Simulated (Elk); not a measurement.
Input and output of a self-consistent single point for Pt (Fm-3m, 1 atom in the cell) (Elk).

Computed with Elk with PBEsol, all-electron FP-LAPW, Elk's shipped species files, APW+lo basis with extra local orbitals.

```
CELL_PARAMETERS angstrom
      0.00000     1.96000     1.96000
      1.96000     0.00000     1.96000
      1.96000     1.96000     0.00000
ATOMIC_POSITIONS crystal
  Pt 0.00000 0.00000 0.00000
```

Reference input (self-consistent single point, DFT, PBE, all-electron FP-LAPW, Elk's shipped species files, APW+lo basis with extra local orbitals): xctype = 20; rgkmax = 7.5; stype = 0; swidth = 0.00499791 Ha; ngridk = 12 12 12; gmaxvr = 16 1/bohr; nxlo = 2; lorbcnd = true; rmtscf = 0.88; lmaxi = 2; maxscl = 100. This run's input differs from it in these lines:

```diff
@@ -4,3 +4,3 @@
 xctype
-  20
+  22
```

Output (repeated stretches shortened):

```
│ Self-consistent loop started │
│ Loop number : 1 │
 total energy                :     -18438.1197344
│ Loop number : 2 │
 total energy                :     -18438.4830405
RMS change in Kohn-Sham potential (target) :   0.2027454973     (  0.1000000000E-05)
Absolute change in total energy (target)   :   0.3633060643     (  0.1000000000E-03)
│ Loop number : 3 │
 total energy                :     -18439.5211536
RMS change in Kohn-Sham potential (target) :   0.1815600686     (  0.1000000000E-05)
Absolute change in total energy (target)   :    1.128939646     (  0.1000000000E-03)
│ Loop number : 4 │
   [... lines left out ...]
Absolute change in total energy (target)   :   0.4646326197E-03 (  0.1000000000E-03)
│ Loop number : 13 │
 total energy                :     -18441.6359462
RMS change in Kohn-Sham potential (target) :   0.2995107990E-05 (  0.1000000000E-05)
Absolute change in total energy (target)   :   0.5510026313E-04 (  0.1000000000E-03)
│ Loop number : 14 │
 total energy                :     -18441.6360232
RMS change in Kohn-Sham potential (target) :   0.1878818775E-06 (  0.1000000000E-05)
Absolute change in total energy (target)   :   0.9077393042E-04 (  0.1000000000E-03)
Convergence targets achieved

│ Loop number : 15 │

Energies :
 Fermi                       :     0.446704480994
 total energy                :     -18441.6360295

Density of states at Fermi energy :    51.24800085
 (states/Hartree/unit cell)

Estimated indirect band gap :   0.7312350857E-04
 from k-point     58 to k-point     43
Estimated direct band gap   :   0.4813071299E-02
 at k-point     40

Charges :
 core                        :    48.00000000
 valence                     :    30.00000000
 interstitial                :    1.612663032
 muffin-tins (core leakage)
  species :    1 (Pt)
   atom    1                 :    76.38733697     (  0.9050547089E-03)
 total in muffin-tins        :    76.38733697
 total calculated charge     :    77.99483043
 total charge                :    78.00000000
 error                       :   0.5169567567E-02

│ Self-consistent loop stopped │
```

The run converged in 15 iterations. The count includes the last loop, which Elk runs after its targets are met. 

The starting cell has typed, rounded lattice constants, without a prior relaxation at this level. Spin-orbit coupling is off. Spin polarisation is off. Values depend on the basis (sphere radii, cutoffs, local orbitals), which need not be converged. The log's line on a gap gives a spacing of levels on this mesh, which the program prints for metals too.
